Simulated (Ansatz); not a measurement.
A calculation on CsCl-type AuZn (cubic form, which distorts at low temperature) returned lattice constant a 3.146 Å, bulk modulus 135 GPa.

For reference: bulk modulus 131 GPa (measured, temperature not stated, not corrected to a static lattice; as tabulated in Nepal et al. (2020), arXiv:2007.11150).

### Question
Which level of theory produced these numbers?
A) HSE06-D3(BJ) (Ansatz (an electronic-structure program))
B) LC-ωPBE (Ansatz)
C) PBE+SOC (Ansatz)
D) r²SCAN50 (Ansatz)

### Answer
D, r²SCAN50 (Ansatz)

The others give: HSE06-D3(BJ) 3.112 Å, 148 GPa; LC-ωPBE 3.122 Å, 155 GPa; PBE+SOC 3.180 Å, 120 GPa.

Unless a cell is named, each level is at its own relaxed cell (HSE06-D3(BJ) 15.06, LC-ωPBE 15.22, PBE+SOC 16.07, r²SCAN50 15.56 Å³/atom).

Caveats: symmetry holds this phase in the static calculation, where it need not be a minimum (HSE06-D3(BJ), LC-ωPBE, PBE+SOC, r²SCAN50). Ansatz's density-functional and Hartree–Fock values are scalar-relativistic unless marked +SOC, with PAW data made under PBE.
